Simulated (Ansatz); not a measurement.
Ansatz (a quantum-chemistry and plane-wave program) run on CdSe (F-43m, 2 atoms in the cell): self-consistent single point.

Method of the run: PBE, PAW files (plane waves; Ansatz).

```yaml
crystal:
  lattice:
    - [0.00000, 3.02500, 3.02500]
    - [3.02500, 0.00000, 3.02500]
    - [3.02500, 3.02500, 0.00000]
  atoms:
    - { symbol: Cd, position: [0.00000, 0.00000, 0.00000] }
    - { symbol: Se, position: [0.25000, 0.25000, 0.25000] }
```

Reference input (self-consistent single point, DFT, PBE, plane waves, PAW files): kpoints.mp_grid.grid = 9 9 9; hamiltonian.xc = pbe; hamiltonian.pseudopotentials = {kind: paw} (an earlier, softer set of the program's PAW files); scf.occupations.method = fermi_dirac; scf.occupations.width = 0.05 eV. This run's input differs from it in these lines:

Ansatz 0.2 input:
```diff
@@ -9,3 +9,3 @@
 kpoints:
-  mp_grid: { grid: [9, 9, 9] }
+  mp_grid: { grid: [4, 4, 4] }
 hamiltonian:
```

The program printed (abridged):

```
SCF iter   1: F=—  HF=-13725.299496 eV  |F-HF|=—  |Δ(HF+E_count)|=         —  Δρ=5.10e-2  dr2=1.37e0  ethr=3.10e-3  ⟨swp⟩=5.6  Hψ=731  notcnv=0
all-band conjugate gradients solve this SCF's bands
preconditioner: auto → none
SCF iter   2: F=—  HF=-13724.845870 eV  |F-HF|=—  |Δ(HF+E_count)|=   4.54e-1  Δρ=2.05e-2  dr2=1.83e-1  ethr=3.10e-3  ⟨swp⟩=4.0  Hψ=444  notcnv=0
SCF iter   3: F=—  HF=-13724.787612 eV  |F-HF|=—  |Δ(HF+E_count)|=   5.83e-2  Δρ=9.26e-3  dr2=2.62e-2  ethr=5.08e-4  ⟨swp⟩=2.4  Hψ=301  notcnv=0
SCF iter   4: F=—  HF=-13724.782767 eV  |F-HF|=—  |Δ(HF+E_count)|=   4.85e-3  Δρ=9.92e-4  dr2=2.65e-4  ethr=7.29e-5  ⟨swp⟩=2.1  Hψ=338  notcnv=0
SCF iter   5: F=—  HF=-13724.782904 eV  |F-HF|=—  |Δ(HF+E_count)|=   1.38e-4  Δρ=1.55e-4  dr2=7.95e-6  ethr=7.37e-7  ⟨swp⟩=2.0  Hψ=317  notcnv=0
SCF iter   6: F=—  HF=-13724.782907 eV  |F-HF|=—  |Δ(HF+E_count)|=   2.32e-6  Δρ=2.02e-5  dr2=2.61e-7  ethr=2.21e-8  ⟨swp⟩=2.0  Hψ=321  notcnv=0
SCF iter   7: F=-13724.782906 eV  HF=-13724.782906 eV  |F-HF|=5.06e-9  |Δ(HF+E_count)|=   4.36e-8  Δρ=3.09e-6  dr2=5.24e-9  ethr=2.78e-10  ⟨swp⟩=5.0  Hψ=825  notcnv=0
SCF 1 converged in 7 iterations: F = -13724.782906 eV  dr2 = 5.24e-9
Free energy (F): -13724.782906 eV
Internal energy: -13724.782832 eV  (E = F + TS)
E sigma→0 (E₀):  -13724.782869 eV
Entropy (-TS):   -0.000075 eV (-0.037 meV/atom)
Fermi energy:    7.895278 eV
--- Forces (eV/Å), atoms counted from 1 ---
  atom   1  Cd     0.00000000    -0.00000000     0.00000000
  atom   2  Se    -0.00000000    -0.00000000     0.00000000
--- Stress (GPa, compression-positive) ---
        4.002556      -0.000000       0.000000
       -0.000000       4.002556       0.000000
        0.000000       0.000000       4.002556
  P = ⅓ Tr σ = 4.0026 GPa (40.026 kbar)
  The stress holds the Pulay correction. Without it, at fixed plane waves, as pw.x and ABINIT print it: P = 3.9770 GPa
```

The run converged in 7 iterations. Against the reference run the free energy rises by 25.1 meV/atom, the pressure goes from 3.79 to 4.00 GPa and the gap on the mesh goes from 0.641 to 0.627 eV.

The starting cell has typed, rounded lattice constants, without a prior relaxation at this level. With a pressure of about 4 GPa the cell is away from its equilibrium volume at this level. Ansatz's pressure includes its estimate of the finite-basis (Pulay) stress.
